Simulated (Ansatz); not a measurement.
**CaAlHO2 (model structure, started from the SrVO2H type, P4/mmm, No. 123, 5 atoms in the cell)**

Computed with r²SCAN (PAW; Ansatz, an electronic-structure program).

Run with plane-wave cutoff 560 eV, 10×10×10 k mesh, Fermi–Dirac smearing 0.01 eV, scalar-relativistic PAW data made under PBE.

Cell (relaxed with PBEsol):

```
AlCaHO2
1.0
    3.72805     0.00000     0.00000
    0.00000     3.72805     0.00000
    0.00000     0.00000     3.44832
Ca Al O H
1 1 2 1
Direct
  0.50000   0.50000   0.50000
  0.00000   0.00000   0.00000
  0.50000   0.00000   0.00000
  0.00000   0.50000   0.00000
  0.00000   0.00000   0.50000
```

```
Property                                                  Value
-------------------------------------------  ------------------
band gap                                     4.36 eV (indirect)
smallest direct gap on the k points sampled             5.34 eV
direct gap at Γ                                         6.33 eV
```

Note: the relaxation could raise the start's symmetry but not lower it, so the cell can be a saddle point; cell and atoms aren't relaxed at this level (pressure 0.3 GPa).

It cost roughly 23 core-seconds of CPU time.

A model structure was made by putting elements into a prototype or built by hand; it is no filed structure, need not be a known phase, and can be a saddle point held by its symmetry.
